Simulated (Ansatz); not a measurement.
Base system: ZrS2 in the CdI2 type structure (space group P-3m1, No. 164; a = 3.635 Å, c = 5.720 Å; layered, stacked along the Cartesian z axis). Axes: x lies along a and z along c of the hexagonal cell.

The change: biaxial strain +2.00 %, plane normal [001], relaxed out of plane (Cartesian); in-plane vectors clamped, the third vector and the atoms free.

All numbers come from PBE-D3(BJ) in Ansatz (plane waves to 420 eV, PAW, without spin-orbit coupling).

Base, band edges from the VBM (valence, conduction): K -1.58, 2.10; H -1.99, 2.23; M -1.47, 0.86; L -0.86, 0.66; A -0.45, 1.36; Γ 0.00, 1.41 eV.

Task: Give the band edges at the high-symmetry points of the new zone, measured from its valence-band maximum.

Result: 
```json
[
 {"point": "Γ", "valence edge (eV)": "0.00", "conduction edge (eV)": "1.28"},
 {"point": "M", "valence edge (eV)": "-1.61", "conduction edge (eV)": "0.90"},
 {"point": "K", "valence edge (eV)": "-1.57", "conduction edge (eV)": "1.81"},
 {"point": "A", "valence edge (eV)": "-0.59", "conduction edge (eV)": "1.23"},
 {"point": "L", "valence edge (eV)": "-0.86", "conduction edge (eV)": "0.77"},
 {"point": "H", "valence edge (eV)": "-1.93", "conduction edge (eV)": "1.97"}
]
```

The gap is 0.77 eV, indirect, Γ → L.

Stability against distortions was not tested.

Ansatz is a first-principles code.
